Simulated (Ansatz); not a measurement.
The reference is ZrSi₂ (space group Cmcm, No. 63; a = 3.705 Å, b = 14.795 Å, c = 3.679 Å). Axes: x, y, z lie along a, b, c of the conventional cell.

Method: Kohn–Sham DFT with the PBE functional, run in Ansatz (a first-principles code) with PAW and 420 eV plane waves, no SOC, earlier PAW set.

For the base:

Pressure: 0.0 GPa

Perturbation: uniaxial strain ε_zz = +5.05 %, all other strain components held at zero; the atoms relax in the strained cell.

Task: What happens to the largest internal atomic displacement?

Result: The largest internal atomic displacement amounts to 0.014 Å.

Task: Predict the new energy relative to the base.

Result: The energy goes up by 33 meV/atom.

Task: How does this affect the pressure?

Result: The pressure (mean of the normal stresses, compression positive) goes from zero to -6.1 GPa.

Without a gap, meshes like the base's 13×13×13 leave anisotropic stresses uncertain by several tenths of a GPa, and small strain energies with them. Whether these cells are dynamically stable was not tested. The final runs are not spin-polarised.
